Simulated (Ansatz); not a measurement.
# GeSe₂ (model structure, started from the 3R-MoS2 type, R3m, No. 160, 3 atoms in the cell): properties by level of theory

```json
[
 {"level (code)": "PBE (Ansatz)", "lattice parameter a (Å)": "(withheld)", "lattice parameter c (Å)": "(withheld)", "enthalpy of formation (eV/atom)": "(withheld)"},
 {"level (code)": "PBEsol (Ansatz)", "lattice parameter a (Å)": "3.667", "lattice parameter c (Å)": "16.217", "enthalpy of formation (eV/atom)": "0.019"},
 {"level (code)": "PBE-D3(BJ) (Ansatz)", "lattice parameter a (Å)": "(withheld)", "lattice parameter c (Å)": "16.291", "enthalpy of formation (eV/atom)": "0.020"}
]
```

### Question
Fill in the missing entries.

### Answer

- PBE (Ansatz, an electronic-structure program), lattice parameter a (Å): 3.749
- PBE (Ansatz), lattice parameter c (Å): 16.457
- PBE (Ansatz), enthalpy of formation (eV/atom): 0.075
- PBE-D3(BJ) (Ansatz), lattice parameter a (Å): 3.678

Ansatz's density-functional and Hartree–Fock values are scalar-relativistic unless marked +SOC, with PAW data made under PBE.

The computed numbers hold no vibrational or temperature effects.

A model structure was made by putting elements into a prototype or built by hand; it is no filed structure, need not be a known phase, and can be a saddle point held by its symmetry.
